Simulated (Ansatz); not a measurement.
The starting structures come from a database of crystals and need not be the phases stable at ambient conditions.

 Where the default PAW files enter, the runs use the earlier of Ansatz's two default sets.

Tunnelling through a barrier is set by its complex band structure: the current falls as exp(−2κd) with the smallest κ.

Given:

```
Ca4OSb2
1.0
    4.70005     0.00000     0.00000
    2.35003     8.48193     0.00000
    0.00000     1.30221     4.51605
Ca Sb O
4 2 1
Direct
  0.66494   0.67012   0.66494
  0.33506   0.32988   0.33506
  0.00000   0.00000   0.50000
  0.50000   0.00000   0.00000
  0.86101   0.27798   0.86101
  0.13899   0.72202   0.13899
  0.50000   0.00000   0.50000
```

Space group of this cell: I4/mmm. The cell is taken as given; by PBEsol its mean pressure is -1.8 GPa.

Transport runs along the normal of the first two printed cell vectors, the (101) plane of the conventional cell.

The gap is the functional's own. No spin-orbit coupling. Mid-gap values are interpolated on the energy grid.

Task: Estimate the band gap and the smallest decay constant κ at mid-gap that PBEsol in Ansatz (an electronic-structure program) returns for this system.

Result: Gap 0.88 eV on a 8×8×8 mesh; κ = 0.092 1/Å, at (0.000, 0.500) of the in-plane reciprocal vectors. At the zone centre, at the nearest computed energy, the slowest state has κ = 0.10 1/Å.
